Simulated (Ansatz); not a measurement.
L1₀ (CuAu-type) CuAu was calculated with PBEsol-D3(BJ) in Ansatz (PAW).

Run with plane-wave cutoff 520 eV, 20×20×16 k mesh (along the axes of the cell as run), Fermi–Dirac smearing 0.05 eV, no spin polarisation, scalar-relativistic PAW data made under PBE.

Properties against volume:

Shape and atoms are relaxed at each volume.

```json
[
 {"V (Å³/atom)": "13.135", "P (GPa)": "8.78", "c (Å)": "3.448", "a (Å)": "2.760"},
 {"V (Å³/atom)": "13.409", "P (GPa)": "4.12", "c (Å)": "3.491", "a (Å)": "2.772"},
 {"V (Å³/atom)": "13.682", "P (GPa)": "-0.01", "c (Å)": "3.530", "a (Å)": "2.784"},
 {"V (Å³/atom)": "13.956", "P (GPa)": "-3.65", "c (Å)": "3.566", "a (Å)": "2.798"},
 {"V (Å³/atom)": "14.229", "P (GPa)": "-6.86", "c (Å)": "3.600", "a (Å)": "2.812"}
]
```

Note: the bulk modulus comes from volumes at which shape and atoms were relaxed.

Ansatz is a first-principles code.
